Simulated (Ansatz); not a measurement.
## Ta₂O₅ (Pbam, No. 55, 14 atoms in the cell; start mp-1104837)

Computed with r²SCAN in Ansatz (plane waves, PAW).

Run with plane-wave cutoff 560 eV, 6×10×6 k mesh (along the axes of the cell as run), Fermi–Dirac smearing 0.01 eV, scalar-relativistic PAW data made under PBE.

Cell (relaxed at this level):

```cif
data_O10Ta4
_chemical_formula_sum 'Ta4 O10'
_space_group_name_H-M_alt 'P 1'
_space_group_IT_number 1
_cell_length_a 6.21087
_cell_length_b 3.78771
_cell_length_c 7.32745
_cell_angle_alpha 90.000
_cell_angle_beta 90.001
_cell_angle_gamma 90.000
loop_
_space_group_symop_operation_xyz
  'x, y, z'
loop_
_atom_site_label
_atom_site_type_symbol
_atom_site_fract_x
_atom_site_fract_y
_atom_site_fract_z
_atom_site_occupancy
Ta1 Ta 0.97983 0.00000 0.98870 1
Ta2 Ta 0.03089 0.00000 0.48871 1
Ta3 Ta 0.53088 0.00000 0.22674 1
Ta4 Ta 0.47983 0.00000 0.72674 1
O1 O 0.95374 0.50000 0.95100 1
O2 O 0.05696 0.50000 0.45102 1
O3 O 0.55697 0.50000 0.26442 1
O4 O 0.45374 0.50000 0.76443 1
O5 O 0.25536 0.00000 0.10770 1
O6 O 0.86582 0.00000 0.24782 1
O7 O 0.75536 0.00000 0.60771 1
O8 O 0.36582 0.00000 0.46760 1
O9 O 0.14490 0.00000 0.74782 1
O10 O 0.64489 0.00000 0.96760 1
```

band gap: 2.69 eV
direct gap at Γ: 3.78 eV

Spin–orbit coupling is not included.

The computed numbers hold no vibrational or temperature effects.

A start named mp-… is a Materials Project structure, which need not be a measured phase.

Ansatz is a program for electronic structure.
